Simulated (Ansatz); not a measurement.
**ZrN under a change: isotropic strain +5.01 %**

Consider ZrN in the rock salt structure (space group Fm-3m, No. 225; a = 4.553 Å; relaxed with 0.1 eV smearing).

It is then changed as follows: the cell is scaled by 1.0501 in all directions, atoms relaxed at fixed cell.

Calculations: Ansatz (a program for electronic structure), PBEsol, PAW, cutoff 420 eV, no spin-orbit coupling, earlier PAW set. Settings: 22×22×22 k-points, 0.1 eV Fermi–Dirac smearing.

```csv
quantity,base,changed,shift
volume per atom,11.80 Å³,13.66 Å³,+1.86 Å³
space group,Fm-3m (No. 225),Fm-3m (No. 225),–
shortest interatomic distance,2.277 Å,2.391 Å,+0.114 Å
energy relative to the base (free energy F),0 meV/atom,+190 meV/atom,+190 meV/atom
pressure,0.0 GPa,-28.6 GPa,-28.6 GPa
band gap,zero,zero,–
```

No phonon test of stability was made. All final runs are without spin polarisation. An odd electron count without spin: ZrN.
